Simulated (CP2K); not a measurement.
**CP2K run on a (001) slab of Mg (cut from a parent of space group no. 194; 2 atoms in the cell): self-consistent single point**

Method of the run: LDA (Pade form), GPW, DZVP-MOLOPT-SR-GTH basis, GTH-PADE potentials (GTH_POTENTIALS) (CP2K).

This input was run:

```
&GLOBAL
  PROJECT mg
  RUN_TYPE ENERGY_FORCE
  PRINT_LEVEL LOW
&END GLOBAL
&FORCE_EVAL
  METHOD Quickstep
  STRESS_TENSOR ANALYTICAL
  &DFT
    BASIS_SET_FILE_NAME BASIS_MOLOPT
    POTENTIAL_FILE_NAME GTH_POTENTIALS
    &QS
      METHOD GPW
      EPS_DEFAULT 1E-10
    &END QS
    &MGRID
      CUTOFF 1000
      REL_CUTOFF 50
      NGRIDS 5
    &END MGRID
    &SCF
      SCF_GUESS ATOMIC
      EPS_SCF 1E-7
      MAX_SCF 100
      ADDED_MOS 5
      &DIAGONALIZATION
        ALGORITHM STANDARD
      &END DIAGONALIZATION
      &MIXING
        METHOD BROYDEN_MIXING
        ALPHA 0.2
        NBUFFER 8
      &END MIXING
      &SMEAR ON
        METHOD FERMI_DIRAC
        ELECTRONIC_TEMPERATURE [K] 1160.45
      &END SMEAR
    &END SCF
    &KPOINTS
      SCHEME MONKHORST-PACK 6 6 1
      GAMMA_CENTERED T
    &END KPOINTS
    &XC
      &XC_FUNCTIONAL PADE
      &END XC_FUNCTIONAL
    &END XC
    &PRINT
      &MO
        EIGENVALUES T
        OCCUPATION_NUMBERS T
        NDIGITS 8
        FILENAME mo
        &EACH
          QS_SCF 0
        &END EACH
        ADD_LAST NUMERIC
      &END MO
      &MULLIKEN OFF
      &END MULLIKEN
    &END PRINT
  &END DFT
  &SUBSYS
    &CELL
      ABC 3.20037000 3.20037024 16.59721100
      ALPHA_BETA_GAMMA 90.00000000 90.00000000 119.99999751
      PERIODIC XYZ
    &END CELL
    &COORD
      SCALED
      Mg       0.66666700     0.33333300     0.57824200
      Mg       0.33333300     0.66666700     0.42175800
    &END COORD
    &KIND Mg
      BASIS_SET DZVP-MOLOPT-SR-GTH-q10
      POTENTIAL GTH-PADE-q10
    &END KIND
  &END SUBSYS
  &PRINT
    &FORCES ON
    &END FORCES
    &STRESS_TENSOR ON
    &END STRESS_TENSOR
  &END PRINT
&END FORCE_EVAL
```

Output, abridged:

```
 GLOBAL| Method name                                                        CP2K
 GLOBAL| Project name                                                         mg
 GLOBAL| Run type                                                   ENERGY_FORCE

 TOTAL NUMBERS AND MAXIMUM NUMBERS

  Total number of            - Atomic kinds:                                   1
                             - Atoms:                                          2
                             - Shell sets:                                     2
                             - Shells:                                        10
                             - Primitive Cartesian functions:                 14
                             - Cartesian basis functions:                     18
                             - Spherical basis functions:                     18

  Maximum angular momentum of- Orbital basis functions:                        1
                             - Local part of the GTH pseudopotential:          2
                             - Non-local part of the GTH pseudopotential:      1

 SCF PARAMETERS         Density guess:                                    ATOMIC
                        max_scf:                                             100
                        max_diis:                                              4
                        eps_scf:                                        1.00E-07
                        eps_diis:                                       1.00E-01
                        eps_eigval:                                     1.00E-05
                        level_shift [a.u.]:                             0.000000
                        added MOs                                         5    0
                        Mixing method:                            BROYDEN_MIXING
                                                charge density mixing in g-space
                        Smear method:                                FERMI_DIRAC
                        Electronic temperature [K]:                       1160.5
                        Electronic temperature [a.u.]:                  3.67E-03
                        Accuracy threshold:                             1.00E-10
                        No outer SCF

 Extrapolation method: initial_guess

 Number of electrons:                                                         20
 Number of occupied orbitals:                                                 10
 Number of molecular orbitals:                                                15

 Number of orbital functions:                                                 18
 Number of independent orbital functions:                                     18

 SCF WAVEFUNCTION OPTIMIZATION

  Step     Update method      Time    Convergence         Total energy    Change
     1 NoMix/Diag. 0.20E+00      -     1.06406519      -126.4843116685 -1.26E+02
     2 Broy./Diag. 0.20E+00      -     0.00186724      -126.4479856423  3.63E-02
     3 Broy./Diag. 0.20E+00      -     0.00730994      -126.3061874357  1.42E-01
     4 Broy./Diag. 0.20E+00      -     0.00118926      -126.2376985322  6.85E-02
     5 Broy./Diag. 0.20E+00      -     0.00218571      -126.2753411298 -3.76E-02
     6 Broy./Diag. 0.20E+00      -     0.00015485      -126.2823920330 -7.05E-03
     7 Broy./Diag. 0.20E+00      -     0.00092198      -126.2781956214  4.20E-03
   [... 6 lines left out ...]
    14 Broy./Diag. 0.20E+00      -     0.00000486      -126.2754123870 -6.54E-05
    15 Broy./Diag. 0.20E+00      -     0.00000061      -126.2754335908 -2.12E-05
    16 Broy./Diag. 0.20E+00      -     0.00000046      -126.2754226829  1.09E-05
    17 Broy./Diag. 0.20E+00      -     0.00000014      -126.2754210760  1.61E-06
    18 Broy./Diag. 0.20E+00      -     0.00000006      -126.2754240447 -2.97E-06

  *** SCF run converged in    18 steps ***

  Electronic density on regular grids:        -19.9999999489        0.0000000511
  Core density on regular grids:               19.9999999998       -0.0000000002
  Total charge density on r-space grids:        0.0000000510
  Total charge density g-space grids:           0.0000000510

  Overlap energy of the core charge distribution:               0.00000000000000
  Self energy of the core charge distribution:               -267.45238863652247
  Core Hamiltonian energy:                                     81.07546235367643
  Hartree energy:                                              76.75549524003362
  Exchange-correlation energy:                                -16.65127966471295
  Electronic entropic energy:                                  -0.00271333738820
  Fermi energy:                                                -0.04300616207374

  Total energy:                                              -126.27542404474603
  Total energy (extrapolated to T->0):                       -126.27406737605193

 ENERGY| Total FORCE_EVAL ( QS ) energy [hartree]           -126.275423831022962

 FORCES| Atomic forces [hartree/bohr]
 FORCES|   Atom     x               y               z               |f|
 FORCES|      1  2.25925650E-07 -1.31850022E-07  5.65624799E-03   5.65624799E-03
 FORCES|      2 -2.25925637E-07  1.31850017E-07 -5.65624799E-03   5.65624799E-03
 FORCES| Sum     1.38532232E-14 -5.49211121E-15 -8.09075029E-15
 FORCES| Total atomic force                                       1.69568665E-14

 STRESS| Analytical stress tensor [bar]
 STRESS|                        x                   y                   z
 STRESS|      x       -1.57464153144E+04  -8.28983354008E-02  -3.09154424977E-02
 STRESS|      y       -8.28983354008E-02  -1.57465008187E+04   1.67837757223E-02
 STRESS|      z       -3.09154424977E-02   1.67837757223E-02   9.42004092618E+03
 STRESS| 1/3 Trace                                            -7.35762506896E+03
```

The run converged in 18 iterations.

The starting cell has typed, rounded lattice constants, without a prior relaxation at this level. The slab is cut from that crystal, and its faces are unrelaxed. Its lattice was rescaled by up to half a per cent. Values carry the incompleteness of an atom-centred basis.
